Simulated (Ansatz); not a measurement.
The reference is Mg in the hcp (Mg type) structure (space group P6_3/mmc, No. 194; relaxed with 0.1 eV smearing).

```yaml
crystal:
  lattice:
    - [3.19522, 0.00000, 0.00000]
    - [-1.59761, 2.76714, 0.00000]
    - [0.00000, 0.00000, 5.19658]
  atoms:
    - { symbol: Mg, position: [0.66667, 0.33333, 0.75000] }
    - { symbol: Mg, position: [0.33333, 0.66667, 0.25000] }
```

Cartesian axes are those of the cell as printed.

The values are results of PBE, PAW, 420 eV (Ansatz, a first-principles code; no spin-orbit coupling), not measurements.

One thing is altered: the cell is scaled by 1.0250 in all directions, atoms relaxed at fixed cell.

### Question
Predict the stress tensor and what it implies for the stiffness.

### Answer
Stress of the strained cell less that of the base (GPa, compression positive):
```
   -2.3     0.0     0.0
    0.0    -2.3     0.0
    0.0     0.0    -2.3
```

Then B = −ΔP/(ΔV/V₀) with ΔV/V₀ = 0.0769 gives secant stiffness values (nonlinear terms included at this strain): B (at held cell shape, above the free-shape value) ≈ 30 GPa.

As a check, the harmonic strain energy −½ V₀ Δσ:ε is 12 meV/atom; the computed energy rise is 13 meV/atom.

No phonon test of stability was made.
